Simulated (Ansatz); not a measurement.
## Pressure series in ZnAu

Consider ZnAu in the CsCl type structure (space group Pm-3m, No. 221; a = 3.1868 Å).

Cell and atoms are relaxed at each pressure.

Level of theory: Ansatz (an electronic-structure program), PBE, PAW, cutoff 420 eV, spin-orbit coupling left out.

| variant | shortest interatomic distance | density |
|---|---|---|
| base | 2.760 Å | 13.46 g/cm³ |
| pressure −2 GPa | 2.777 Å | 13.22 g/cm³ |
| pressure −1 GPa | 2.768 Å | 13.34 g/cm³ |
| pressure 0.3 GPa | 2.757 Å | 13.50 g/cm³ |
| pressure 0.7 GPa | 2.754 Å | 13.54 g/cm³ |
| pressure 1.5 GPa | 2.748 Å | 13.63 g/cm³ |
| pressure 3 GPa | 2.738 Å | 13.79 g/cm³ |
| pressure 5 GPa | 2.725 Å | 13.99 g/cm³ |
| pressure 7.5 GPa | ___ | ___ |
| pressure 10 GPa | 2.696 Å | 14.45 g/cm³ |

**Question.** Fill in the withheld entries from the trend.

**Answer.** 
- pressure 7.5 GPa, shortest interatomic distance: 2.709 Å
- pressure 7.5 GPa, density: 14.23 g/cm³

Load acts through the strain it causes; cell and atoms are relaxed under it. Whether these cells are dynamically stable was not tested. Competing high-pressure phases were not computed.
